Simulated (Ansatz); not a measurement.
The starting structures come from a database of crystals and need not be the phases stable at ambient conditions.

Given:

```
BaAs2O6
1.0
    5.00026     0.00000     0.00000
   -2.30106     9.38082     0.00000
   -0.39814    -1.77691     5.49366
Ba As O
2 4 12
Direct
  0.60695   0.71390   0.85695
  0.39305   0.28610   0.14305
  0.21546   0.93092   0.46546
  0.78454   0.06908   0.53454
  0.06160   0.62320   0.31160
  0.93840   0.37680   0.68840
  0.89911   0.93934   0.29203
  0.10089   0.06066   0.70797
  0.54023   0.93934   0.64731
  0.45977   0.06066   0.35269
  0.23942   0.76876   0.20173
  0.76058   0.23124   0.79827
  0.02934   0.76876   0.56703
  0.97066   0.23124   0.43297
  0.76867   0.53446   0.12076
  0.23133   0.46554   0.87924
  0.26579   0.53446   0.41370
  0.73421   0.46554   0.58630
```

Space group of this cell: C2/c. The cell is taken as given; by r2SCAN its mean pressure is -1.1 GPa.

Transport runs along the normal of the first two printed cell vectors.

The gap is the functional's own. No spin-orbit coupling. Mid-gap values are interpolated on the energy grid.

**Question.** State the band gap and the smallest decay constant κ at mid-gap according to r2SCAN run with Ansatz (an electronic-structure program).

**Answer.** Gap 3.74 eV on a 6×6×6 mesh; κ = 0.373 1/Å, at the zone centre.
